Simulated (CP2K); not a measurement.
A self-consistent single point of ScAu4 (I4/m, 5 atoms in the cell) with CP2K.

Level of theory: LDA (Pade form), GPW, TZVP-MOLOPT-SR-GTH basis, GTH-PADE potentials (GTH_POTENTIALS) run with CP2K 2026.2.

```xyz
5
Lattice="5.0966 0.0000 0.0000 -3.4747 3.7285 0.0000 -0.8109 -1.8643 4.6736" Properties=species:S:1:pos:R:3 pbc="T T T"
Sc     0.0000     0.0000     0.0000
Au     1.6459     1.5010     1.8672
Au    -0.8350     0.3632     2.8064
Au     1.7123    -0.7448     3.7630
Au    -0.9013     2.6091     0.9106
```

Reference input (self-consistent single point, DFT PBEsol, GPW, TZVP-MOLOPT-SR-GTH basis, GTH-PBE potentials (GTH_POTENTIALS)): CUTOFF = 600 Ry; REL_CUTOFF = 40 Ry; SMEAR/METHOD = FERMI_DIRAC; ELECTRONIC_TEMPERATURE = 1160.45 K; KPOINTS/SCHEME = MONKHORST-PACK 6 6 6; GAMMA_CENTERED = T; XC_FUNCTIONAL = PBE:PBESOL; Sc/BASIS_SET = TZVP-MOLOPT-SR-GTH-q11; Sc/POTENTIAL = GTH-PBE-q11; Au/BASIS_SET = TZVP-MOLOPT-SR-GTH-q11; Au/POTENTIAL = GTH-PBE-q11; METHOD = GPW. This run's input differs from it in these lines:

```diff
@@ -44,6 +44,3 @@
     &XC
-      &XC_FUNCTIONAL
-        &PBE
-          PARAMETRIZATION PBESOL
-        &END PBE
+      &XC_FUNCTIONAL PADE
       &END XC_FUNCTIONAL
@@ -82,3 +79,3 @@
       BASIS_SET TZVP-MOLOPT-SR-GTH-q11
-      POTENTIAL GTH-PBE-q11
+      POTENTIAL GTH-PADE-q11
     &END KIND
@@ -86,3 +83,3 @@
       BASIS_SET TZVP-MOLOPT-SR-GTH-q11
-      POTENTIAL GTH-PBE-q11
+      POTENTIAL GTH-PADE-q11
     &END KIND
```

Log, with long lists cut:

```
 SCF WAVEFUNCTION OPTIMIZATION

  Step     Update method      Time    Convergence         Total energy    Change
     1 NoMix/Diag. 0.20E+00      -     1.89398009      -180.0813881903 -1.80E+02
     2 Broy./Diag. 0.20E+00      -     0.06365773      -185.8770269609 -5.80E+00
     3 Broy./Diag. 0.20E+00      -     0.08152433      -183.5917098038  2.29E+00
     4 Broy./Diag. 0.20E+00      -     0.03368209      -180.9474095765  2.64E+00
     5 Broy./Diag. 0.20E+00      -     0.04625863      -179.9339403232  1.01E+00
     6 Broy./Diag. 0.20E+00      -     0.01381626      -179.8563693908  7.76E-02
   [... 8 lines left out ...]
    15 Broy./Diag. 0.20E+00      -     0.00000432      -179.9427005819 -5.42E-05
    16 Broy./Diag. 0.20E+00      -     0.00000090      -179.9427201193 -1.95E-05
    17 Broy./Diag. 0.20E+00      -     0.00000043      -179.9427159345  4.18E-06
    18 Broy./Diag. 0.20E+00      -     0.00000006      -179.9427130164  2.92E-06
  *** SCF run converged in    18 steps ***

  Overlap energy of the core charge distribution:               0.00000001332794
  Self energy of the core charge distribution:               -320.07171773665698
  Core Hamiltonian energy:                                     94.17546112741483
  Hartree energy:                                              72.75548133652602
  Exchange-correlation energy:                                -26.79975838465862
  Electronic entropic energy:                                  -0.00217937230304
  Fermi energy:                                                 0.36776244664360

  Total energy:                                              -179.94271301641328
  Total energy (extrapolated to T->0):                       -179.94162333026176

                     Mulliken Population Analysis

   [... lines left out ...]

 STRESS| Analytical stress tensor [bar]
 STRESS|                        x                   y                   z
 STRESS|      x       -4.95778154804E+04   3.43175718938E+02   2.82041566197E-01
 STRESS|      y        3.43175718938E+02  -4.89365957181E+04  -5.91229940482E-01
 STRESS|      z        2.82041566197E-01  -5.91229940482E-01  -4.97323655001E+04
 STRESS| 1/3 Trace                                            -4.94155922329E+04
```

The run converged in 18 iterations. Against the reference run the pressure goes from -0.19 to -4.94 GPa and the largest force goes from 0.028 to 0.042 eV/Å.

The starting cell comes from a database of computed structures (which also holds hypothetical and non-ambient phases and stackings), without a prior relaxation at this level. Values carry the incompleteness of an atom-centred basis. With a pressure of about -5 GPa the cell is away from its equilibrium volume at this level.

Cost on one core of a shared machine: roughly 3 min.
